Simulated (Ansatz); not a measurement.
System: interstitial Cu in cuprite (charge state +1). The step: a concerted move, in which Cu travels most; the atom moves 2.05 Å along (0.06, 0.47, 0.02) of the unit cell; the moving atom starts with neighbours O at 1.87, O at 1.93 Å and ends with 3 Cu at 2.43, 3 Cu at 2.44; 2 O at 1.99 Å. DFT values are from Ansatz (plane-wave PAW, 420 eV unless said) in a cell of 48 host sites, spin-restricted, static, with no finite-size correction. The charge state is imposed; whether it is stable for some Fermi level was not computed. Sites that were not tried may lie lower. For the PBE band: the program found a first-order saddle point.

```
Level                                                                    Forward barrier (eV)  Cost of the band or of the saddle's single point
-----------------------------------------------------------------------  --------------------  ------------------------------------------------
CHGNet universal potential (has no charge state), its own band                           0.44                                                 -
PBE, one k-point at (0.250, 0.250, 0.250), band relaxed                                  0.37                   around 110 core-minutes (rough)
PBE, a 2×2×2 k-point mesh shifted by half a step, same geometries                        0.37                       very roughly 5 core-minutes
r2SCAN at 500 eV, one k-point at (0.250, 0.250, 0.250), same geometries            (withheld)                            roughly 3 core-minutes
```

### Question
Complete the blanks.

### Answer

- r2SCAN at 500 eV, one k-point at (0.250, 0.250, 0.250), same geometries, Forward barrier (eV): 0.49

Ansatz is an electronic-structure program.
